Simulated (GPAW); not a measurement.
## GPAW run on the (001) slab of Mg (cut from a parent of space group no. 194; 2 atoms in the cell): self-consistent single point

Method: LDA (Perdew-Wang 92), LCAO dzp, GPAW PAW datasets LDA (gpaw-data 1.0.1) (GPAW).

The input file:

```python
from ase import Atoms
from gpaw import GPAW, FermiDirac

atoms = Atoms(['Mg', 'Mg'],
              cell=[[3.200370, 0.000000, 0.000000],
                    [-1.600185, 2.771602, 0.000000],
                    [0.000000, 0.000000, 16.597211]],
              scaled_positions=[[0.666667, 0.333333, 0.578242],
                                [0.333333, 0.666667, 0.421758]],
              pbc=True)

calc = GPAW(mode='lcao',
            h=0.18,
            basis='dzp',
            xc='LDA',
            kpts={'size': (6, 6, 1), 'gamma': True},
            occupations=FermiDirac(0.1),
            convergence={'density': 1e-05},
            symmetry={'symmorphic': False, 'tolerance': 0.0005},
            maxiter=150,
            txt='-')

atoms.calc = calc

energy = atoms.get_potential_energy()
print('Energy (eV):', round(energy, 6))
forces = atoms.get_forces()
print('Forces (eV/Ang):')
print(forces.round(5))
```

The program printed (abridged):

```
Input parameters:
  basis: dzp
  convergence: {density: 1e-05}
  h: 0.18
  kpts: {gamma: True,
         size: (6, 6, 1)}
  maxiter: 150
  mode: lcao
  occupations: {fixmagmom: False,
                name: fermi-dirac,
                width: 0.1}
  symmetry: {symmorphic: False,
             tolerance: 0.0005}

species:
  Mg:
    name: Magnesium
    Z: 12.0
    valence: 10
    core: 2
    charge: 0.0
    file: Mg.LDA.gz

    # LCAO basis set for Mg:
    #   Name: dzp
    #   File: Mg.dzp.basis.gz
    #   Number of radial functions: 9
    #   Number of spherical harmonics: 19
    #     l=0, rc=2.7969 Bohr: 2s-sz confined orbital
    #     l=0, rc=9.2344 Bohr: 3s-sz confined orbital
    #     l=1, rc=3.1406 Bohr: 2p-sz confined orbital
    #     l=1, rc=12.7188 Bohr: 3p-sz confined orbital
    #     l=0, rc=1.8125 Bohr: 2s-dz split-valence wave
    #     l=0, rc=5.5156 Bohr: 3s-dz split-valence wave
    #     l=1, rc=2.0938 Bohr: 2p-dz split-valence wave
    #     l=1, rc=7.7969 Bohr: 3p-dz split-valence wave
    #     l=1, rc=9.2344 Bohr: p-type Gaussian polarization
    #   Number of RI-basis functions 0

Reference energy: -10854.460033  # eV

Spin-paired calculation

Convergence criteria:
 Maximum [total energy] change in last 3 cyles: 0.0005 eV / valence electron
 Maximum integral of absolute [dens]ity change: 1e-05 electrons / valence electron
 Maximum integral of absolute [eigenst]ate change: 4e-08 eV^2 / valence electron
 Maximum number of scf [iter]ations: 150

Symmetries present (total): 12
Symmetries with fractional translations: 0
36 k-points: 6 x 6 x 1 Monkhorst-Pack grid + [1/12,1/12,0.000000]
7 k-points in the irreducible part of the Brillouin zone
       k-points in crystal coordinates                weights
   0:     0.00000000    0.00000000    0.00000000          1/36
   1:     0.16666667    0.00000000    0.00000000          6/36
   2:     0.33333333   -0.16666667    0.00000000          6/36
   3:     0.33333333    0.00000000    0.00000000          6/36
   4:     0.33333333    0.33333333    0.00000000          2/36
   5:     0.50000000    0.33333333    0.00000000         12/36
   6:     0.50000000    0.50000000    0.00000000          3/36

Wave functions: LCAO
  Diagonalizer: Serial LAPACK
  Atomic Correction: dense with blas
  Data-type: complex

Occupation numbers: Fermi-Dirac:
  width: 0.1000  # eV

Eigensolver
   LCAO using direct dense diagonalizer

Densities:
  Coarse grid: 16*16*92 grid
  Fine grid: 32*32*184 grid
  Total Charge: 0.000000

Density mixing:
  Method: separate
  Backend: pulay
  Linear mixing parameter: 0.05
  old densities: 5
  Damping of long wavelength oscillations: 50

Hamiltonian:
  XC and Coulomb potentials evaluated on a 32*32*184 grid
  Interpolation: tri-quintic (5. degree polynomial)
  Poisson solver: FastPoissonSolver using
    Stencil: 8*3+1=25 point O(h^6) finite-difference Laplacian
    FFT axes: [np.int64(0), np.int64(1), np.int64(2)]
    FST axes: []

Number of atoms: 2
Number of atomic orbitals: 38
Number of bands in calculation: 16
Number of valence electrons: 20
Bands to converge: occupied

Density initialized from atomic densities

           Mg

        Mg

Atomic positions and initial magnetic moments

Positions:
   0 Mg     1.600187    0.923866    9.597204    ( 0.0000,  0.0000,  0.0000)
   1 Mg    -0.000002    1.847736    7.000007    ( 0.0000,  0.0000,  0.0000)

Unit cell:
           periodic     x           y           z      points  spacing
  1. axis:    yes    3.200370    0.000000    0.000000    16     0.1732
  2. axis:    yes   -1.600185    2.771602    0.000000    16     0.1732
  3. axis:    yes    0.000000    0.000000   16.597211    92     0.1804

  Lengths:   3.200370   3.200370  16.597211
  Angles:   90.000000  90.000000 119.999998

Effective grid spacing dv^(1/3) = 0.1842

     iter     time        total  log10-change:
                         energy   eigst   dens
iter:   1 --:--:--    -2.451064        c
iter:   2 --:--:--    -2.449174        c -1.56
iter:   3 --:--:--    -2.465500        c -1.58
iter:   4 --:--:--    -2.459187        c -1.93
iter:   5 --:--:--    -2.449409        c -2.24
iter:   6 --:--:--    -2.449439c       c -2.88
iter:   7 --:--:--    -2.449903c       c -2.96
iter:   8 --:--:--    -2.449817c       c -4.21
iter:   9 --:--:--    -2.449893c       c -3.92
iter:  10 --:--:--    -2.449888c       c -5.15c

Converged after 10 iterations.

Dipole moment: (0.108468, 0.187872, -0.000000) |e|*Ang

Energy contributions relative to reference atoms: (reference = -10854.460033)

Kinetic:         +3.800907
Potential:       -1.157050
External:        +0.000000
XC:              -5.068877
Entropy (-ST):   -0.075035
Local:           +0.012649
SIC:             +0.000000
--------------------------
Free energy:     -2.487406
Extrapolated:    -2.449888

Showing only first 2 kpts
 Kpt  Band  Eigenvalues  Occupancy
  0     8     -7.81984    2.00000
  0     9     -5.28074    2.00000
  0    10     -2.20975    1.99669
  0    11      0.96668    0.00000

  1     8     -7.27704    2.00000
  1     9     -4.73872    2.00000
  1    10     -1.68326    1.51404
  1    11      1.55787    0.00000

Fermi level: -1.56961

No gap
No difference between direct/indirect transitions
Energy (eV): -2.449888

Forces in eV/Ang:
  0 Mg    0.00000   -0.00000    0.23445
  1 Mg    0.00000    0.00000   -0.23445
```

The run converged in 10 iterations.

The starting cell has typed, rounded lattice constants, without a prior relaxation at this level. The slab is cut from that crystal, and its faces are unrelaxed. Its lattice was rescaled by up to half a per cent. Values carry the incompleteness of an atom-centred basis.

Cost on one core of a shared machine: roughly 80 s.
